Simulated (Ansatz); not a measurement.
## Ag: energy against volume

Ag (fcc, Fm-3m, 16.662 Å³/atom and stress up to 0.01 GPa in the relaxed cell, cube axes along x, y and z) under hydrostatic pressure, with the cell free. PBEsol in Ansatz, a plane-wave DFT program (PAW, default set), 420 eV, 20×20×20 Γ-centred mesh, Fermi-Dirac smearing 0.05 eV.

Here V stands for volume and E for E less E0.

```csv
volume (Å³/atom),E less E0 (meV/atom),pressure (GPa)
16.9604,1.91,-2.02
16.8078,0.46,-1.02
16.6616,0.00,0.00
16.5402,0.34,0.89
16.3837,1.81,2.10
16.0998,7.65,4.50
15.6397,26.90,9.01
15.1341,?,?
```

Using the third-order Birch-Murnaghan form, a cubic in V^(-2/3), estimate the missing E at V = 15.1341 from the other rows, showing the fit.

With u = V^(-2/3) - 0.1547, the rows have u = -0.0032128, -0.0022973, -0.0014070, -0.0006579, 0.0003215, 0.0021386, 0.0051997. Least squares gives E = 1.199 + 1703.0·u + 608138·u² + 2873980·u³. Residuals (row less fit): 0.000, -0.001, 0.001, -0.001, 0.001, -0.001, 0.000; standard error 0.001 (degrees of freedom: 3). Its minimum lies at u = -0.0014144, so V0 = (0.1532856)^(-3/2) = 16.66. There d²E/du² = 1192000 and d³E/du³ = 1.724e7, so B0 = (4/9) × 16.66^(-7/3) × 1192000 × 0.160218 = 120 GPa (the last factor turns the table's units into GPa), and B0' = 4 + (2/3) × 0.1532856 × (1.724e7)/1192000 = 5.5. B0' rests on the cubic coefficient alone and has a standard error of 0.1 from these residuals. At the withheld row, u = 0.0087415, so E = 1.199 + 1703.0 × 0.0087415 + 608138 × 0.0087415² + 2873980 × 0.0087415³ = 64.476 meV/atom. The calculation gives 64.51 meV/atom, 0.034 meV/atom above the prediction (0.1 % of the range of E in the table). The row lies outside the fitted rows, so this is an extrapolation. The scatter of the fitted rows lies at the last printed digit.

In a metal these values are sensitive to mesh and smearing; energies are taken to zero smearing, stresses follow the free energy. Other structures, which can take over under pressure, weren't tried. The same form fitted to the pressure column gives B0' = 5.6; series where the two differ by over 0.4 aren't shown. Rows are the converged runs of the series near zero and its far end, less any whose ions stayed unrelaxed beside relaxed ones; series whose fitted rows scatter by over a few per cent of the range, as at a crossing or softening among them, aren't shown in this form.
